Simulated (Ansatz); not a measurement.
Consider Sr$_{3}$BiN in the anti-perovskite structure (space group Pm-3m, No. 221; a cell from a computed database, its experimental status unchecked).

```yaml
crystal:
  lattice:
    - [5.17101, 0.00000, 0.00000]
    - [0.00000, 5.17101, 0.00000]
    - [0.00000, 0.00000, 5.17101]
  atoms:
    - { symbol: Sr, position: [0.50000, 0.50000, 0.00000] }
    - { symbol: Sr, position: [0.00000, 0.50000, 0.50000] }
    - { symbol: Sr, position: [0.50000, 0.00000, 0.50000] }
    - { symbol: Bi, position: [0.00000, 0.00000, 0.00000] }
    - { symbol: N, position: [0.50000, 0.50000, 0.50000] }
```

Levels (all Ansatz, a quantum-chemistry and plane-wave program, PAW): PBEsol (420 eV, no spin-orbit coupling); r2SCAN (500 eV, spin-orbit coupling left out); HSE06 (420 eV, no spin-orbit coupling).

At the geometry relaxed with PBEsol, these levels gave the following band gaps, in shuffled order: (a) 0.20 eV, (b) 0.90 eV, (c) 0.54 eV.

Problem. Match each gap to its level.

Solution. (a) PBEsol; (b) HSE06; (c) r2SCAN.

Single points use the geometry relaxed with PBEsol. With Bi present, leaving out spin-orbit coupling can change the band edges. Stability against distortions was not tested. A zero or small gap of Sr3BiN can be the functional's error rather than a property of the material.
